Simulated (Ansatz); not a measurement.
We consider SiGe (model structure, Pmma, No. 51, 4 atoms in the cell), described by r²SCAN (Ansatz, a quantum-chemistry and plane-wave program, plane waves, PAW).

Run with plane-wave cutoff 560 eV, 10×10×6 k mesh (along the axes of the cell as run), Fermi–Dirac smearing 0.01 eV, scalar-relativistic PAW data made under PBE.

Cell (relaxed with PBEsol):

```yaml
crystal:
  lattice:
    - [3.91776, 0.00000, 0.00000]
    - [0.00000, 3.92331, 0.00000]
    - [0.00000, 0.00000, 5.54134]
  atoms:
    - { symbol: Si, position: [0.75000, 0.00000, 0.88024] }
    - { symbol: Si, position: [0.25000, 0.00000, 0.11976] }
    - { symbol: Ge, position: [0.25000, 0.50000, 0.36918] }
    - { symbol: Ge, position: [0.75000, 0.50000, 0.63082] }
```

Task: Predict the band gap and smallest direct gap on the k points sampled.

Result: 
- band gap: 0.58 eV (indirect)
- smallest direct gap on the k points sampled: 0.79 eV

Note: the relaxation could raise the start's symmetry but not lower it, so the cell can be a saddle point; cell and atoms aren't relaxed at this level (largest force component 0.03 eV/Å, pressure 0.3 GPa).

Spin–orbit coupling is not included.

Static lattice: no zero-point or thermal effects.

A model structure was made by putting elements into a prototype or built by hand; it is no filed structure, need not be a known phase, and can be a saddle point held by its symmetry.
